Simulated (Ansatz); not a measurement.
Start from TlBr in the CsCl type structure (space group Pm-3m, No. 221; a = 3.915 Å).

Level of theory: Kohn–Sham DFT with the PBEsol functional, run in Ansatz (a first-principles code) with PAW and 420 eV plane waves, spin-orbit coupling left out.

Before the change:

The pressure is 0.00 GPa and the valley order is X along ⟨100⟩ 1.59 eV; R along ⟨111⟩ 1.81 eV.

The change: an isotropic linear strain of +1.00 %, atoms relaxed at fixed cell.

**Question.** How does this affect the pressure and valley order?

**Answer.** The pressure goes from zero to -0.75 GPa; the valley order (the lowest conduction-band minima on the path, energy above the VBM, named in the base's zone) goes from X along ⟨100⟩ 1.59 eV; R along ⟨111⟩ 1.81 eV to X along ⟨100⟩ 1.67 eV; R along ⟨111⟩ 1.94 eV.

With Tl present, leaving out spin-orbit coupling can change the band edges. The levels and masses belong to the bands next to the band gap. Stability against distortions was not tested.
